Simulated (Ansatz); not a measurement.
**Hypothetical CdI2 type SiO2: point defects**

Start from a 12-atom supercell of SiO$_{2}$ in the CdI2 type structure (space group P-3m1, No. 164; a = 2.686 Å, c = 4.602 Å; a hypothetical phase, not in the database extracts checked; layered, stacked along the Cartesian z axis) at its relaxed geometry.

One neutral defect a cell, atoms relaxed at fixed cell.

Level of theory: Kohn–Sham DFT with the PBE-D3(BJ) functional, run in Ansatz (a quantum-chemistry and plane-wave program) with PAW and 420 eV plane waves, no spin-orbit coupling, earlier PAW set.

| change | largest displacement of a host atom from its site in the perfect cell | pressure |
|---|---|---|
| perfect supercell | – | 0.0 GPa |
| H interstitial (started 1.85 Å from the nearest host atom), symmetric start | 0.02 Å | 5.0 GPa |
| Bi on a Si site, symmetric start | 0.26 Å | 37.3 GPa |
| O interstitial (started 1.85 Å from the nearest host atom), symmetric start | 0.31 Å | 16.1 GPa |
| Li interstitial (started 2.08 Å from the nearest host atom) | 0.09 Å | 15.1 GPa |

The magnetic state is the one reached from the starting moments; the real material's order can differ, and small cells can't hold many antiferromagnetic ones. In so small a cell the defect repeats every few ångströms: this is an ordered compound, not a dilute defect. A case with no gap was solved on a k-mesh chosen for an insulator, which is coarse for it. Defects with a symmetric start kept the site's symmetry and may sit on a saddle; the others started slightly shaken. Starting moments died away, wholly or in part, for Bi on a Si site and Li interstitial (started 2.08 Å from the nearest host atom); another magnetic solution may exist.
